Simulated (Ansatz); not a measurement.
Consider a periodic stack without vacuum, rock-salt TaN (1 1 0) on monoclinic HfO2 (0 1 0), 2 Al on Ta sites at each interface (film strained to the substrate, faces as cut): substrate slab Hf24O44, film N24Ta20Al4, surface cells [[0, -1], [2, -1]] and [[1, 1], [0, 4]], film strained by -1.1 and -0.2 %, faces O/O and NTa/NTa as cut (like faces can put a slab off its formula). Its start:

```xyz
116
Lattice="5.3525 0.0000 -0.0035 7.0850 10.1766 -0.0056 2.2841 0.4207 25.9794" Properties=species:S:1:pos:R:3 pbc="T T T"
Hf     4.3771     3.8818     2.0585
Hf    10.6191     9.0659     2.0655
Hf     1.9275     1.4894     1.6370
Hf     8.1395     6.6500     1.4357
Hf     4.4722     1.5740     4.6583
Hf     5.3223     6.6687     4.5936
Hf     7.0470     3.8680     4.1747
Hf     7.8858     8.9085     4.1963
O      5.2642     4.9089     3.5661
O     11.4423     9.9576     3.6841
O      0.8842     0.5379     5.2575
O      7.1209     5.6502     5.1991
O      3.6376     0.6515     1.2408
O      4.5625     5.5981     1.0257
O      7.9333     4.8960     2.5806
O      8.7334     9.9695     2.6830
O      5.8346     2.4999     2.9777
O      6.7209     7.6043     2.9226
O      3.1296     2.4837     3.2214
O      9.3677     7.5280     3.1201
Hf     4.3822     3.8736     7.2188
Hf    10.5898     8.9547     7.2132
Hf     1.7921     1.5804     6.7921
Hf     8.0162     6.6588     6.7748
Hf     4.4633     1.5696     9.8022
Hf     5.3597     6.6795     9.8029
Hf     7.0637     3.8765     9.3711
Hf     7.9154     8.9525     9.3634
O      5.3202     4.9267     8.7121
O     11.5252     9.9979     8.7044
O      6.2250     0.5451    10.4279
O      7.1200     5.6435    10.4482
O      3.5480     0.5473     6.1531
O      4.4157     5.6236     6.1004
O      7.9848     4.9159     7.8424
O      8.8461     9.9950     7.8548
O      5.7001     2.9940     5.7071
O      6.5448     8.0461     5.7175
O      5.8230     2.4709     8.2316
O      6.6999     7.5524     8.2318
O      3.1480     2.4697     8.3422
O      9.3727     7.5461     8.3247
O      3.0137     2.9974     5.6813
O      9.2311     8.0736     5.6408
Hf     4.4240     3.8892    12.3604
Hf    10.5529     8.9191    12.4492
Hf     7.1601     1.5524    11.9266
Hf     8.0224     6.7095    11.9561
Hf     4.4695     1.6398    14.9862
Hf    11.0379     6.5275    15.2500
Hf     7.1183     3.9066    14.4147
Hf     7.8539     8.9690    14.5350
O      5.3763     4.9067    13.9336
O     11.4299     9.9852    13.9632
O      6.1972     0.6750    15.4466
O      7.5540     5.5259    15.5245
O      3.5697     0.5279    11.3384
O      9.8281     5.6643    11.3423
O      8.0090     4.9128    12.9363
O      8.7969    10.0146    12.9829
O      5.7122     3.0015    10.8883
O      6.5571     8.0888    10.9218
O      5.8068     2.4604    13.3772
O      6.7080     7.5503    13.4112
O      3.1598     2.5032    13.5412
O      9.3665     7.6147    13.6735
O      3.0498     2.9872    10.8588
O      9.2381     8.0792    10.8613
N      5.0598     5.4496    16.9187
N      6.8949     8.0134    16.2020
N      9.5245     9.9827    17.3942
N      4.1748     2.3646    16.9722
N      6.7155     2.5044    18.8235
N      8.3077     4.9138    18.5969
N     10.1379     7.5746    18.6295
N     11.9614     9.9359    18.7213
N      3.9664     2.6931    20.1704
N      5.5720     5.0721    20.2141
N      7.2503     7.5064    20.2844
N      9.2414    10.2430    20.4143
N     11.9190     9.9735    21.8969
N      6.6785     2.4667    21.7552
N      8.5498     5.0936    21.8721
N     10.1752     7.4356    21.8904
N      9.1035    10.0860    23.3338
N      3.9775     2.6502    23.4135
N      5.6550     5.0473    23.4806
N      7.3967     7.6538    23.4938
N     10.3859     7.3592    25.3600
N     11.8224    10.1339    24.7759
N      6.6047     2.5165    24.7345
N      8.5638     4.9288    24.8963
Ta     4.9012     3.8327    18.3817
Ta     6.3580     6.1354    18.6203
Ta     8.4546     8.8509    18.9098
Ta     3.2541     1.1891    18.7597
Al     7.6931     3.4486    17.4147
Ta     8.5826     6.5404    17.2042
Al    11.0277     8.8270    17.4229
Ta     6.0678     1.0754    17.4362
Ta     3.2073     1.2934    21.8158
Ta     4.8987     3.7917    21.7233
Ta     6.6767     6.2180    21.9199
Ta     8.3801     8.7233    21.7917
Ta     5.6222     1.2005    20.3190
Ta     7.4461     3.8975    20.3580
Ta     9.1141     6.3509    20.1710
Ta    10.9353     8.8052    20.4407
Al     8.1023     9.0355    24.8262
Ta     2.9991     1.1956    24.6729
Al     4.8333     3.7560    24.8466
Ta     6.7962     6.1730    24.9335
Ta    10.8209     8.7462    23.5815
Ta     5.6712     1.2964    23.3646
Ta     7.4991     3.8202    23.4362
Ta     9.3012     6.4213    23.6403
```

The start was prepared with a machine-learned potential, and the result is one local minimum, with the in-plane cell held and forces under 0.04 eV/Å; the film can end far from its bulk form.

All values below come from PBE (plane waves to 420 eV, PAW; Ansatz, a first-principles code). Scalar-relativistic, without spin–orbit coupling; the runs are not spin-polarised; PBE gaps are too small against experiment. Its k-point mesh 6×3×1, Fermi–Dirac width 0.05 eV.

**Question.** Predict the relaxed interface.

**Answer.** The interface area is 54.5 Å² and the period is 25.33 Å. The gaps between the outermost planes at the two interfaces is 0.66 and 1.54 Å. The Hf–Ta contacts across the interfaces within 1.22 times the sum of covalent radii is 17, mean 3.51 Å. The Al–Hf contacts across the interfaces within 1.22 times the sum of covalent radii is 10, mean 3.02 Å and the Hf–N contacts across the interfaces within 1.22 times the sum of covalent radii is 8, mean 2.32 Å. The O–Ta contacts across the interfaces within 1.22 times the sum of covalent radii is 3, mean 2.18 Å.
